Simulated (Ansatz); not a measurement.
## FeSi: Fe on a Si site (antisite)

Base system: an 8-atom supercell of FeSi (space group P2_13, No. 198; a = 4.4035 Å; non-magnetic) at its relaxed geometry.

Perturbation: a neutral Fe on a Si site (antisite), atoms relaxed at fixed cell, starting from a slightly rattled geometry.

The values are results of Kohn–Sham DFT with the PBEsol functional, run in Ansatz (a first-principles code) with PAW and 420 eV plane waves, no spin-orbit coupling, not measurements. k-mesh 8×8×8 (Γ-centred); smearing 0.01 eV (Fermi–Dirac).

```json
[
 {"quantity": "pressure", "base": "-0.1 GPa", "changed": "0.1 GPa", "shift": "+0.2 GPa"},
 {"quantity": "largest displacement of a host atom from its site in the perfect cell", "base": "–", "changed": "0.14 Å", "shift": "–"},
 {"quantity": "mean distance from the defect site to its nearest host atoms", "base": "2.26 Å", "changed": "2.32 Å", "shift": "+0.06 Å"}
]
```

Cost of the whole job for the changed cell (relaxation, final SCF and bands): about 26 core-minutes (a rough figure).

The magnetic state is the one reached from the starting moments; the real material's order can differ, and small cells can't hold many antiferromagnetic ones. In so small a cell the defect repeats every few ångströms: this is an ordered compound, not a dilute defect. Starting moments died away, wholly or in part, for the base; another magnetic solution may exist. Spin-polarised in the final run: Fe on a Si site (antisite); the other runs are not. The defect cell is spin-polarised and ends with 4.0 μB.
